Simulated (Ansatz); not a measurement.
## MoSi2, response to strain

Take MoSi$_{2}$ (space group I4/mmm, No. 139; relaxed with 0.1 eV smearing) as the base.

```
MoSi2
1.0
   -1.60839     1.60839     3.93729
    1.60839    -1.60839     3.93729
    1.60839     1.60839    -3.93729
Si Mo
2 1
Cartesian
  0.00000   0.00000   5.23599
  0.00000   0.00000   2.63858
  0.00000   0.00000   0.00000
```

Cartesian axes are those of the cell as printed.

Strains are applied to the cell and any free atomic positions relax.

All numbers come from PBE (Ansatz, an electronic-structure program; PAW; 420 eV plane waves; without spin-orbit coupling).

Notes on the quantities. energy relative to the base: free energy F; pressure: mean of the normal stresses, compression positive.

```json
[
 {"variant": "base", "energy relative to the base": "0 meV/atom", "shortest interatomic distance": "2.597 Å", "pressure": "0.0 GPa"},
 {"variant": "uniaxial strain ε_zz = −3.00 %", "energy relative to the base": "+20 meV/atom", "shortest interatomic distance": "___", "pressure": "7.5 GPa"},
 {"variant": "uniaxial strain ε_zz = −2.50 %", "energy relative to the base": "+14 meV/atom", "shortest interatomic distance": "2.539 Å", "pressure": "6.1 GPa"},
 {"variant": "uniaxial strain ε_zz = −2.00 %", "energy relative to the base": "+8.8 meV/atom", "shortest interatomic distance": "2.551 Å", "pressure": "4.8 GPa"},
 {"variant": "uniaxial strain ε_zz = −1.50 %", "energy relative to the base": "+4.9 meV/atom", "shortest interatomic distance": "2.563 Å", "pressure": "3.5 GPa"},
 {"variant": "uniaxial strain ε_zz = −1.00 %", "energy relative to the base": "+2.1 meV/atom", "shortest interatomic distance": "2.575 Å", "pressure": "2.3 GPa"},
 {"variant": "uniaxial strain ε_zz = +0.50 %", "energy relative to the base": "+0.5 meV/atom", "shortest interatomic distance": "2.609 Å", "pressure": "-1.1 GPa"},
 {"variant": "uniaxial strain ε_zz = +1.00 %", "energy relative to the base": "+2.0 meV/atom", "shortest interatomic distance": "___", "pressure": "-2.1 GPa"},
 {"variant": "uniaxial strain ε_zz = +2.00 %", "energy relative to the base": "___", "shortest interatomic distance": "2.630 Å", "pressure": "-4.1 GPa"},
 {"variant": "uniaxial strain ε_zz = +2.50 %", "energy relative to the base": "+12 meV/atom", "shortest interatomic distance": "___", "pressure": "-5.0 GPa"}
]
```

Q: Some entries are withheld; estimate them.

A: 
- uniaxial strain ε_zz = −3.00 %, shortest interatomic distance: 2.527 Å
- uniaxial strain ε_zz = +1.00 %, shortest interatomic distance: 2.620 Å
- uniaxial strain ε_zz = +2.00 %, energy relative to the base: +7.8 meV/atom
- uniaxial strain ε_zz = +2.50 %, shortest interatomic distance: 2.633 Å

No phonon test of stability was made. The final runs are not spin-polarised.
